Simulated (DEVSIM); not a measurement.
System: Mo/SiO2/p-InP capacitor, at 300 K.

| layer (left to right) | material | thickness (nm) | Na (cm⁻³) |
|---|---|---|---|
| 1 | SiO2 | 48.0 | - |
| 2 | InP | 19000 | 1.1e15 |

Metal gate on the left, work function 4.6 eV. Fixed charge at the semiconductor interface -3.32e11 cm⁻² (in units of +e); no interface traps.

The device is made up for the run: typed textbook-type constants, with dimensions and the other settings drawn at random. Values at 300 K.

```csv
parameter,SiO2,InP
gap (eV),9,1.344
affinity (eV),0.9,4.38
permittivity,3.9,12.5
Nc (cm⁻³),-,5.7e17
Nv (cm⁻³),-,1.1e19
```

DEVSIM, 1D Poisson equation in equilibrium, Boltzmann statistics, complete ionisation; no quantum confinement or tunnelling. Metal contacts follow the ideal Schottky-Mott rule: no Fermi-level pinning, no interface dipoles.

Task: Give the band bending (positive: bands bend down) and minority sheet density.

Result: 
```json
[
 {"Vg (V)": "-2.1", "ψs (V)": "-0.191", "minority carriers (cm⁻²)": "< 1e8"},
 {"Vg (V)": "-1.8", "ψs (V)": "-0.181", "minority carriers (cm⁻²)": "< 1e8"},
 {"Vg (V)": "-1.5", "ψs (V)": "-0.170", "minority carriers (cm⁻²)": "< 1e8"},
 {"Vg (V)": "-1.2", "ψs (V)": "-0.156", "minority carriers (cm⁻²)": "< 1e8"},
 {"Vg (V)": "-0.9", "ψs (V)": "-0.137", "minority carriers (cm⁻²)": "< 1e8"},
 {"Vg (V)": "-0.6", "ψs (V)": "-0.109", "minority carriers (cm⁻²)": "< 1e8"},
 {"Vg (V)": "-0.3", "ψs (V)": "-0.054", "minority carriers (cm⁻²)": "< 1e8"},
 {"Vg (V)": "0", "ψs (V)": "0.081", "minority carriers (cm⁻²)": "< 1e8"},
 {"Vg (V)": "0.3", "ψs (V)": "0.301", "minority carriers (cm⁻²)": "< 1e8"},
 {"Vg (V)": "0.6", "ψs (V)": "0.547", "minority carriers (cm⁻²)": "< 1e8"},
 {"Vg (V)": "0.9", "ψs (V)": "0.804", "minority carriers (cm⁻²)": "< 1e8"},
 {"Vg (V)": "1.2", "ψs (V)": "1.017", "minority carriers (cm⁻²)": "2.5e10"},
 {"Vg (V)": "1.5", "ψs (V)": "1.070", "minority carriers (cm⁻²)": "1.3e11"},
 {"Vg (V)": "1.8", "ψs (V)": "1.094", "minority carriers (cm⁻²)": "2.6e11"}
]
```
